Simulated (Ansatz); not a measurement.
An Ansatz (a program for electronic structure) run: K with a change (K → La); PBEsol, PAW, 420 eV (Ansatz; spin-orbit coupling left out), earlier PAW set.

Input:

Ansatz 0.2 input:
```yaml
crystal:
  lattice:
    - [-2.0549098694, 2.0549098694, 2.0549098694]
    - [2.0549098694, -2.0549098694, 2.0549098694]
    - [2.0549098694, 2.0549098694, -2.0549098694]
  atoms:
    - { symbol: La, position: [0, 0, 0] }
basis: { ecutwfc: 420, ecutrho_ratio: 4, xc_grid: 2, fft_grid_basis: typed }
kpoints: { mp_grid: { grid: [16, 16, 16] } }
hamiltonian:
  xc: pbesol
  dispersion: none
  pseudopotentials: { azcp: { folder: ./paw }, kind: paw }
scf: { occupations: { method: fermi_dirac, width: 0.05 }, convergence: { dr2_threshold: 0.0000000001 } }
output: { forces: true, stress: true }
checkpoint: { write: state.ck, write_every: 1000 }
```

Output:

```
WARN ansatz: RAYON_NUM_THREADS=2 ignored (pool sized by the plan → 2); use --threads N
Pseudopotentials: kind: paw
Pseudopotential: La, paw, valence charge 11
Functional definition: PBEsol
Crystal: 1 atoms, lattice volume = 34.709 Å³
Basis set: ecut = 420 eV, 675 PW (Γ), exchange–correlation on 48×48×48 points (8 copies of the dense FFT grid, shifted against one another)
Bands: 10, of which v1, the nominal top of the filled ones, is band 6 counted from 1 (5 counted from 0)
Symmetry: 48 space group operations
Space group: Im-3m (ITA 229), of the structure as read, at distance tolerance 3.3e-5 Å
k-points: 145 of 4096
PAW frozen core: La, regenerated for the run's functional, and the local potential with it
Initial density: superposition of atomic densities (chi_scale 0.1, normalization cell)
Initial wavefunctions: pseudopotential atomic-orbital guess
Eigensolver: davidson
Functional: x = pbesol(κ = 0.804, μ = 0.12345679012345678), c = pbesol(β = 0.046)
SCF iter   1: F=—  HF=-6161.432013 eV  |F-HF|=—  |Δ(HF+E_count)|=         —  Δρ=2.31e-2  dr2=2.14e-1  ethr=3.10e-3  ⟨swp⟩=3.5  Hψ=6885  notcnv=0
all-band conjugate gradients solve this SCF's bands
preconditioner: auto → Kerker (q_TF=auto, 2.253 Å⁻¹)
SCF iter   2: F=—  HF=-6161.372314 eV  |F-HF|=—  |Δ(HF+E_count)|=   5.97e-2  Δρ=1.24e-2  dr2=6.50e-2  ethr=1.94e-3  ⟨swp⟩=2.1  Hψ=3211  notcnv=0  defer=1
SCF iter   3: F=—  HF=-6161.341542 eV  |F-HF|=—  |Δ(HF+E_count)|=   3.08e-2  Δρ=1.44e-3  dr2=5.50e-4  ethr=5.91e-4  ⟨swp⟩=4.0  Hψ=3726  notcnv=0  defer=2
SCF iter   4: F=—  HF=-6161.341888 eV  |F-HF|=—  |Δ(HF+E_count)|=   3.46e-4  Δρ=6.93e-4  dr2=2.07e-4  ethr=5.00e-6  ⟨swp⟩=2.2  Hψ=2946  notcnv=0  defer=3
SCF iter   5: F=—  HF=-6161.341824 eV  |F-HF|=—  |Δ(HF+E_count)|=   6.35e-5  Δρ=9.90e-5  dr2=4.10e-6  ethr=1.88e-6  ⟨swp⟩=2.5  Hψ=2806  notcnv=0  defer=1
SCF iter   6: F=—  HF=-6161.341825 eV  |F-HF|=—  |Δ(HF+E_count)|=   9.72e-8  Δρ=1.95e-5  dr2=1.44e-7  ethr=3.73e-8  ⟨swp⟩=2.0  Hψ=1811  notcnv=0  defer=1
SCF iter   7: F=—  HF=-6161.341824 eV  |F-HF|=—  |Δ(HF+E_count)|=   1.62e-7  Δρ=4.61e-6  dr2=3.53e-9  ethr=1.31e-9  ⟨swp⟩=2.3  Hψ=2206  notcnv=0
SCF iter   8: F=-6161.341824 eV  HF=-6161.341824 eV  |F-HF|=4.55e-12  |Δ(HF+E_count)|=  3.17e-10  Δρ=3.01e-7  dr2=3.13e-11  ethr=1.00e-12  ⟨swp⟩=4.4  Hψ=6108  notcnv=0
SCF 1 converged in 8 iterations: F = -6161.341824 eV  dr2 = 3.13e-11
SCF converged after 8 iterations
Free energy (F): -6161.341824 eV
Harris-Foulkes:  -6161.341824 eV  (|F-HF|=4.55e-12)
Internal energy: -6161.314787 eV  (E = F + TS)
E sigma→0 (E₀):  -6161.328306 eV
Entropy (-TS):   -0.027037 eV (-27.037 meV/atom)
Fermi energy:    11.692120 eV
--- Per-component energies (eV) ---
  E_band       = -36.673647
  E_kinetic    = 187.592230
  E_local      = -297.309269  (includes V_loc(G=0)·N_el)
  E_nonlocal   = 88.407145
  E_hartree    = 101.728583
  E_xc         = -142.195147
  E_vxc        = -145.185063  (∫ρ·V_xc dr)
  E_paw        = -5328.281287  (= ΣΔE_a)
  E_vpaw       = -73.635780  (= ΣTr[D̂ρ^β])
  E_aug_tail   = -0.000001  (compensation charges beyond the density's cutoff)
  E_ewald      = -771.426079
  E_core_change = 0.169036  (= ΣΔE_core)
  E_smearing   = -0.027037  (= −TS)
  E_closure    = 0.000000  (closes the sum)
  Σ components = -6161.341824   (vs F -6161.341824, Δ=0.00e0)
  [band-id]    e_kinetic+e_local+e_nonlocal+2·e_hartree+e_vxc+e_vpaw+e_augmentation_tail = -36.673571   (vs E_band -36.673647, Δ=7.57e-5)
--- Forces (eV/Å), atoms counted from 1 ---
  atom   1  La    -0.00000000     0.00000000     0.00000000
  max |Σ_I F_I| component: 6.47e-32 eV/Å
--- Stress (GPa, compression-positive) ---
        0.000146       0.000000      -0.000000
       -0.000000       0.000146       0.000000
       -0.000000      -0.000000       0.000146
  P = ⅓ Tr σ = 0.0001 GPa (0.001 kbar)
  The stress holds the Pulay correction. Without it, at fixed plane waves, as pw.x and ABINIT print it: P = -0.0044 GPa
  The stress includes an estimate of the error left by incomplete SCF convergence (largest component -0.0002 GPa).
--- Band table ---
  band table: none
```

Whether these cells are dynamically stable was not tested. All final runs are without spin polarisation. The cell was made from K by this change: K → La; the result is a model cell, its experimental status unchecked. This is not the structure that La has at room temperature and ambient pressure.
